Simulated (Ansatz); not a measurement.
Functionals compared on a constructed model of the (110) surface of bcc Ta, a pseudomorphic layer of Ti in the host's stacking (bottom of the slab: a bare face, its two planes held), in Ansatz (plane waves, PAW). The structure was relaxed with PBE; the other rows are single points on it. Cutoff 420 eV (500 eV for r2SCAN).

Slab: 7 atoms, 14.7 Å thick at the start; k 14x14x1, smearing 0.1 eV, dipole-corrected; 2 atoms held, the rest relaxed; held to the start's symmetry, so lower structures may exist; no spin, no spin-orbit, no U. It is one candidate, not shown to be the stable structure of the face. These notes are the PBE run's.

| functional | work function of the top face (eV) | rough cost of the single point |
|---|---|---|
| PBE | 4.21 | – |
| RPBE | ___ | about 50 core-seconds (a rough figure) |
| r2SCAN | 4.32 | roughly 2.3 core-minutes |

Task: Some entries are withheld; supply them.

Result: 
- RPBE, work function of the top face (eV): 4.10

Ansatz is a program for electronic structure.
